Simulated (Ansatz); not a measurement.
## GaSb: pressure −1 GPa

Take GaSb in the zinc blende structure (space group F-43m, No. 216; a = 6.134 Å) as the base.

One thing is altered: a negative pressure, −1 GPa.

All numbers come from plane-wave PAW DFT at the r2SCAN level (Ansatz, an electronic-structure program, 500 eV), scalar-relativistic without spin-orbit coupling, earlier PAW set. k-mesh 13×13×13 (Γ-centred); smearing 0.05 eV (Fermi–Dirac).

```tsv
quantity	base	changed	shift
volume per atom	28.84 Å³	29.42 Å³	+0.58 Å³
density	5.51 g/cm³	5.40 g/cm³	-0.11 g/cm³
lattice parameter a	6.134 Å	6.174 Å	+0.0409 Å
enthalpy H = E + PV relative to the base's energy	–	-0.18 eV/atom	–
band gap	0.41 eV	0.26 eV	-0.15 eV
gap character	direct at Γ	direct at Γ	–
mean gap deformation potential ΔEg/Δln V	–	-7.5 eV	–
width of the top valence band	3.21 eV	3.12 eV	-0.09 eV
valley order (the lowest conduction-band minima on the path, energy above the VBM, named in the base's zone)	Γ 0.41 eV; L along ⟨111⟩ 0.68 eV; a point along ⟨100⟩, about 0.9 Å⁻¹ from Γ 1.10 eV	Γ 0.26 eV; L along ⟨111⟩ 0.64 eV; a point along ⟨100⟩, about 0.9 Å⁻¹ from Γ 1.12 eV	–
```

Final structure:

```xyz
2
Lattice="0.0000 3.0872 3.0872 3.0872 0.0000 3.0872 3.0872 3.0872 0.0000" Properties=species:S:1:pos:R:3 pbc="T T T"
Sb     4.6308     4.6308     4.6308
Ga     0.0000     0.0000     0.0000
```

Spin-orbit coupling, missing from the scalar runs, can matter with Sb. Load acts through the strain it causes; cell and atoms are relaxed under it. Stability against distortions was not tested. A zero or small gap of GaSb under pressure −1 GPa can be the functional's error rather than a property of the material.
